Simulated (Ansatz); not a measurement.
The parent structure is GaAs in the zinc blende structure (space group F-43m, No. 216).

```
CELL_PARAMETERS angstrom
      0.00000     2.83278     2.83278
      2.83278     0.00000     2.83278
      2.83278     2.83278     0.00000
ATOMIC_POSITIONS crystal
  As 0.75000 0.75000 0.75000
  Ga 0.00000 0.00000 0.00000
```

Cartesian axes are those of the cell as printed.

Calculations: r2SCAN (Ansatz, a quantum-chemistry and plane-wave program), without spin-orbit coupling, earlier PAW set.

For the base:

```
Property                         Value
-----------------------------  -------
Band gap                       0.97 eV
Shortest interatomic distance  2.453 Å
```

One thing is altered: tensile biaxial strain of 0.88 % in the plane normal to [110], as in epitaxy on a mismatched substrate; the out-of-plane cell vector and the atoms relax.

Q: What does the calculation give for the band gap, out-of-plane strain, energy relative to the base and shortest interatomic distance after the change?

A: The band gap shrinks by 0.17 eV (0.97 eV → 0.80 eV); the out-of-plane strain is -0.41 %; the energy increases by 1.8 meV/atom; the shortest interatomic distance rises by 0.006 Å (2.453 Å → 2.459 Å).

A biaxial case was relaxed in a doubled cell and then solved in the primitive one. Stability against distortions was not tested.
